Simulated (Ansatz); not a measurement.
# Effect of biaxial strain +2.08 %, plane normal [111], relaxed out of plane on BN

The parent structure is BN in the zinc blende structure (space group F-43m, No. 216; a = 3.6097 Å). Axes: x, y, z lie along the cube axes.

One thing is altered: biaxial strain +2.08 %, plane normal [111], relaxed out of plane (Cartesian); in-plane vectors clamped, the third vector and the atoms free.

All numbers come from r2SCAN in Ansatz (plane waves to 500 eV, PAW, no spin-orbit coupling). Settings: 16×16×16 k-points, 0.05 eV Fermi–Dirac smearing.

- Volume per atom: 6.11 Å³ (base 5.88 Å³)
- Shortest interatomic distance: 2.944 bohr (base 2.954 bohr)
- Energy relative to the base (free energy F): +16 meV/atom
- Pressure (mean of the normal stresses, compression positive): -13.60 GPa (base 0.00 GPa)
- Band gap: 4.89 eV (base 5.00 eV)
- Gap character: indirect, Γ → F
- Smallest direct gap: 9.14 eV (base 9.59 eV)
- Hole mass: 0.26 mₑ out of plane, 1.2 mₑ in plane (at Γ)
- Valence-band top at Γ (three highest levels, from the VBM): 0.00, -0.07, -0.07 eV (base 0.00, 0.00, 0.00 eV)
- Out-of-plane strain: -0.32 %
- Ratio −ε⊥/ε∥: 0.16
- Mean in-plane stress (compression positive): -20.4 GPa

Final structure (turned so that z lies along the plane normal):

```xyz
2
Lattice="2.6056 0.0000 0.0000 1.3028 2.2565 0.0000 1.3028 -0.7522 2.0773" Properties=species:S:1:pos:R:3 pbc="T T T"
B      0.0000     0.0000     0.0000
N      2.6056     0.0000     1.5580
```

Cost of the whole job for the changed cell (relaxation, final SCF and bands): very roughly 50 core-seconds.

Effective masses come from finite differences of ±0.01 Å⁻¹. No phonon test of stability was made. k-point labels follow each cell's own Brillouin zone.

Ansatz is a quantum-chemistry and plane-wave program.
